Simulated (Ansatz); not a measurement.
Consider BP (space group P4_2/mnm, No. 136; a = 5.569 Å, c = 3.205 Å; a hypothetical phase, not in the database extracts checked).

(Cell as relaxed with PBE.)

Levels (all Ansatz, an electronic-structure program, PAW): PBE (420 eV, no spin-orbit coupling); PBEsol (420 eV, scalar-relativistic without spin-orbit coupling).

Each level relaxes its own structure.

```csv
base,PBE,PBEsol
volume per atom,12.42 Å³,12.19 Å³
lattice parameter a,10.523 bohr,10.455 bohr
band gap,0.48 eV,0.27 eV
```

The change: holes 3.0×10^21 cm⁻³, on a uniform background at fixed cell.

| quantity | PBE | PBEsol |
|---|---|---|
| Fermi level relative to the doped band's edge (positive inside the band; to 0.05 eV) | +0.75 eV | ? |
| shift of the gap caused by the change | +0.08 eV | ? |
| gap between the host's bands | 0.56 eV | ? |

Question: Predict the PBEsol column.

Answer: 
- Fermi level relative to the doped band's edge (positive inside the band; to 0.05 eV), PBEsol: +0.80 eV
- shift of the gap caused by the change, PBEsol: +0.08 eV
- gap between the host's bands, PBEsol: 0.35 eV

PBE's Fermi level from band edge lies 0.05 eV below PBEsol's; PBE's gap between the host's bands lies 0.21 eV above PBEsol's; the two agree on the shift of the gap caused by the change. Neither level is exact; PBEsol is the comparison here, not a measurement.

Carriers are added with a uniform compensating background; total energy and stress of such cells depend on the potential's zero and are not compared; many-body gap narrowing is missing at this level. Whether these cells are dynamically stable was not tested. The zero or small gap of BP can change with the level of theory.
